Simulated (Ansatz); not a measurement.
Base system: ZnS in the wurtzite structure (space group P6_3mc, No. 186; a = 3.807 Å, c = 6.246 Å).

The change: the cell is scaled by 0.9738 in all directions; the atoms relax in the strained cell.

Levels (all Ansatz, a quantum-chemistry and plane-wave program, PAW, earlier PAW set): r2SCAN (500 eV, no spin-orbit coupling); HSE06 (420 eV, without spin-orbit coupling).

The geometry is relaxed with r2SCAN.

- r2SCAN lowest conduction level above the VBM at special points: Γ 3.16 eV; M 3.94 eV; L 3.94 eV

Question: What does HSE06 give at this geometry for the lowest conduction level above the VBM at special points?

Answer: The lowest conduction level above the VBM at special points changes from Γ 3.16 eV; M 3.94 eV; L 3.94 eV to Γ 3.83 eV; M 4.69 eV; L 4.67 eV.

Single points use the geometry relaxed with r2SCAN. The levels and masses belong to the bands next to the band gap. Stability against distortions was not tested.
